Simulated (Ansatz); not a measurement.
**Pressure series in BeS**

Consider BeS in the zinc blende structure (space group F-43m, No. 216).

```
CELL_PARAMETERS angstrom
      0.00000     2.41904     2.41904
      2.41904     0.00000     2.41904
      2.41904     2.41904     0.00000
ATOMIC_POSITIONS crystal
  Be 0.00000 0.00000 0.00000
  S  0.25000 0.25000 0.25000
```

Cell and atoms are relaxed at each pressure.

Method: PBEsol/PAW in Ansatz (a first-principles code), no spin-orbit coupling.

```csv
pressure (GPa),volume per atom (Å³/atom)
-2,14.460
-1,?
0,14.156
2.1,13.863
4.5,13.563
9,13.071
15,12.522
22.5,11.958
30,11.488
```

Fit the third-order Birch–Murnaghan form P(V) = (3B₀/2)[(V₀/V)^(7/3) − (V₀/V)^(5/3)]·[1 + (3/4)(B₀′ − 4)((V₀/V)^(2/3) − 1)] (squares taken in P) to the rows shown and predict the withheld row.

Least squares on the printed values gives V₀ = 14.155 Å³/atom, B₀ = 97.3 GPa, B₀′ = 3.7; this predicts 14.304 Å³/atom, and the run gives 14.303 Å³/atom, in agreement.

Load acts through the strain it causes; cell and atoms are relaxed under it. Whether these cells are dynamically stable was not tested. No other phases were tried under pressure.
